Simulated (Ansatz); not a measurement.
**What uniaxial strain ε_zz = +1.50 % does to CdS**

Take CdS in the zinc blende structure (space group F-43m, No. 216; a = 5.757 Å) as the base. Axes: x, y, z lie along the cube axes.

One thing is altered: the cell is stretched by 1.50 % along z with no lateral relaxation; the atoms relax in the strained cell.

All numbers come from LDA, PAW, 420 eV (Ansatz, a quantum-chemistry and plane-wave program; without spin-orbit coupling). Γ-centred 10×10×10 mesh, Fermi–Dirac width 0.05 eV.

The space group changes from F-43m (No. 216) to I-4m2 (No. 119) and the shortest interatomic distance rises by 0.0125 Å to 2.505 Å. The energy increases by 1.4 meV/atom and the pressure (mean of the normal stresses, compression positive) goes from zero to -0.99 GPa. The band gap drops by 0.05 eV, from 0.95 eV to 0.90 eV and the gap character is still direct at Γ. The electron mass is still 0.10 mₑ (at Γ) and the valence-band top at Γ (three highest levels, from the VBM) goes from 0.00, 0.00, 0.00 eV to 0.00, 0.00, -0.05 eV. The stress (xx, yy, zz, yz, xz, xy; compression positive) is (-0.88, -0.88, -1.21, 0.00, 0.00, 0.00) GPa.

Final structure:

```
CELL_PARAMETERS angstrom
      0.00000     2.87831     2.92148
      2.87831     0.00000     2.92148
      2.87831     2.87831     0.00000
ATOMIC_POSITIONS crystal
  Cd 0.00000 0.00000 0.00000
  S  0.25000 0.25000 0.25000
```

Effective masses come from finite differences of ±0.01 Å⁻¹. Whether these cells are dynamically stable was not tested. k-point labels follow each cell's own Brillouin zone.
